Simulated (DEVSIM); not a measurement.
Structure: Pd/SiO2/p-Ge capacitor, at 400 K.

Layer 1 from the left is SiO2, thickness (nm) 40.0. Layer 2 from the left is Ge, thickness (nm) 8000, Na (cm⁻³) 5.5e15.

Metal gate on the left, work function 5.2 eV. Fixed charge at the semiconductor interface -3.2e11 cm⁻² (in units of +e); no interface traps.

This is a model device: material constants are rounded textbook-type values typed into the input, and sizes, dopings and lifetimes were drawn at random. Values at 300 K; Nc and Nv go as T^1.5, mobilities as T to minus their exponent, the gap by Varshni's rule with the affinity fixed.

SiO2: gap (eV) 9, affinity (eV) 0.9, permittivity 3.9. Ge: gap (eV) 0.664, affinity (eV) 4, permittivity 16, Nc (cm⁻³) 1.04e19, Nv (cm⁻³) 6e18, Varshni α (eV/K) 0.000477, Varshni β (K) 235.

### Question
Estimate by hand the flat-band voltage, the threshold voltage, and compare with a numerical solution.

### Answer

- Flat-band voltage: C = 0.0863 μF/cm², work-function difference 0.830 V; VFB = φms − qNf/C = 1.42 V; numerical 1.42 V.
- Threshold voltage: φF = 0.049 V, depletion charge √(4εqNφF) = 1.56e-8 C/cm²; VT = VFB + 2φF + Qd/C = 1.70 V; numerical 1.70 V.

Simulated with DEVSIM: 1D Poisson equation in equilibrium, Boltzmann statistics, complete ionisation; no quantum confinement or tunnelling. Metal contacts follow the ideal Schottky-Mott rule: no Fermi-level pinning, no interface dipoles.
